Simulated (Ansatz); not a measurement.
Levels about the gap of amorphous Ca$_{24}$Al$_{28}$O$_{64}$ (116 atoms in a cell of 1571 Å³, 2.90 g/cm³; zone centre alone, so wide bands show as single levels with stretches between that a denser mesh fills), at the geometry that PBE relaxed, where it gives -0.1 GPa on a denser mesh. The participation number counts the atoms over which a state spreads; weights are charges in smoothed Voronoi cells. The levels come from a single point, so bond lengths are those of that geometry. Method of the levels: PBE, scalar-relativistic without spin-orbit coupling (Ansatz, an electronic-structure program). Sampling: the zone centre alone; Fermi-Dirac width 0.1 eV; no spin polarisation.

It comes from a melt-quench run on a machine-learned potential (CHGNet), relaxed afterwards by DFT. O atoms were pushed apart under 1.9 Å during the dynamics, to hinder bonds among them. The hot cell started wider than the set density and was brought back towards it in steps. It is the lowest in DFT energy of 3 quenches. It is a model cell: composition and starting density were chosen by hand, and all elements were melted together. No dispersion term was used. Its density started from a set value of 3.19 and ended at 2.90 g/cm³. The simulated quench (nominally 230 K/ps over its main leg) is rapid and tends to freeze in more defects than a deposited or slowly cooled glass has. A cell of this size samples the disorder only roughly. Volume and shape were free in the relaxation.

```tsv
E - E(highest filled), eV	filling	participation number	largest on	weight O	weight Ca	weight Al
-3.30	filled	11.7	O, 5 neighbours	0.93	0.04	0.03
-3.28	filled	8.3	O, 4 neighbours	0.91	0.06	0.02
-3.21	filled	3.6	O, 3 neighbours	0.92	0.06	0.02
-3.02	filled	4.8	O, 4 neighbours	0.92	0.06	0.02
-2.92	filled	5.0	O, 4 neighbours	0.92	0.06	0.02
-0.44	filled	22.0	Al, 5 neighbours	0.39	0.34	0.26
0.00	filled	15.8	Al, 5 neighbours	0.34	0.39	0.27
0.90	empty	68.8	Al, 5 neighbours	0.49	0.31	0.20
1.36	empty	14.4	Ca, 7 neighbours	0.32	0.56	0.11
1.41	empty	16.7	Ca, 6 neighbours	0.34	0.50	0.16
1.76	empty	42.6	Ca, 5 neighbours	0.51	0.35	0.13
1.77	empty	50.5	Ca, 6 neighbours	0.54	0.32	0.14
1.89	empty	43.1	Ca, 7 neighbours	0.44	0.41	0.15
2.03	empty	23.1	Ca, 7 neighbours	0.39	0.49	0.12
```

Most localised among these is the filled level at -3.21 eV, on a O atom, which has 3 neighbours (Al 1.76 Å, Ca 2.26 Å, Ca 2.41 Å).
